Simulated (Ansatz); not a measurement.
MgSe (Fm-3m) under hydrostatic pressure: hole conductivity mass by r2SCAN with spin-orbit coupling, rigid bands (plane waves, PAW; Ansatz, an electronic-structure program). The unloaded cell, whose axes the loads refer to:

```
CELL_PARAMETERS angstrom
      0.00000     2.73608     2.73608
      2.73608     0.00000     2.73608
      2.73608     2.73608     0.00000
ATOMIC_POSITIONS crystal
  Mg 0.00000 0.00000 0.00000
  Se 0.50000 0.50000 0.50000
```

| hydrostatic pressure (GPa) | volume per atom (Å³) | hole conductivity mass (mₑ) |
|---|---|---|
| -2 | 21.15 | 1.01 |
| 0 | 20.48 | 0.972 |
| 2 | 19.91 | ? |
| 5 | 19.17 | 0.895 |
| 10 | 18.19 | 0.839 |

Question: Fit a straight line to ln(hole conductivity mass) against the load over the rows given, and predict the row at 2 GPa.

Answer: The means are x̄ = 3.250 GPa and ȳ = -0.0762; Σ(x − x̄)(y − ȳ) = -1.339 and Σ(x − x̄)² = 86.75, so the slope is -1.54 % per GPa, and the rows given lie within 0.77 % of the line. At 2 GPa the line gives 0.945 mₑ; the calculation gives 0.938 mₑ, 0.71 % from it.

Masses are for dilute carriers at 300 K, harmonic means over directions unless an axis is named. Stresses and pressures are the targets of the relaxation. The structure type is held at every load. Geometry: cell and atoms relaxed with r2SCAN.
